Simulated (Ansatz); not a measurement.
CdMoO4 (I4₁/a, No. 88) was calculated with LDA (PAW; Ansatz, a first-principles code).

Run with plane-wave cutoff 520 eV, 10×10×10 k mesh, Fermi–Dirac smearing 0.01 eV, no spin polarisation, scalar-relativistic PAW data made under PBE.

Computed at the level's own relaxed cell.

Q: Predict the lattice constant a, band gap, direct gap at Γ and c axis length.

A: 
- lattice constant a: 5.090 Å
- band gap: 2.27 eV
- direct gap at Γ: 2.36 eV
- c axis length: 10.861 Å

Note: the volume lies 5 % below that of the published cell.

Spin–orbit coupling is not included.

Computed values are for the static lattice.
